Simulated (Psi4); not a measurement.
Psi4 1.11, unrestricted B3LYP/def2-svp: boron monoxide dimer triplet (O=BB=O), charge 0, multiplicity 3, 4 atoms. The geometry is a generated start, not checked to be a minimum at this level.

```json
{
 "task": "energy",
 "method": "b3lyp",
 "basis": "def2-svp",
 "memory": "3 GB",
 "maxiter": "100",
 "keys_of_the_molecule_block": "symmetry c1",
 "scf_type": "df (default)",
 "guess": "auto, which took SAD (default)",
 "scf_initial_accelerator": "adiis (default)",
 "e_convergence": "1e-06 (default)",
 "d_convergence": "1e-06 (default)",
 "dft_radial_points": "75 (default)",
 "dft_spherical_points": "302 (default)",
 "basis_functions": "56",
 "grid_points": "86243"
}
```

```xyz
4

O     -1.9792    -0.0592    -0.2658
B     -0.8019    -0.0222    -0.1086
B      0.8021     0.0238     0.1085
O      1.9789     0.0576     0.2660
```

Charge 0 and multiplicity 3 are set for this test and not shown to be the ground state.

One run each on 2 threads. Values of diis_max_vecs tried: 3, 6, 10 (default), 20.

Task: Which value of diis_max_vecs needs the fewest SCF iterations, and what happens away from it?

Result: Fewest SCF iterations, within one of each other: 6 with 14, 10 (default) with 15, 20 with 15. The count rises to 39 at 3. All converge to one solution.

```json
[
 {"diis_max_vecs": "3", "SCF iterations": "39", "end": "same solution"},
 {"diis_max_vecs": "6", "SCF iterations": "14", "end": "same solution"},
 {"diis_max_vecs": "10 (default)", "SCF iterations": "15", "end": "same solution"},
 {"diis_max_vecs": "20", "SCF iterations": "15", "end": "same solution"}
]
```
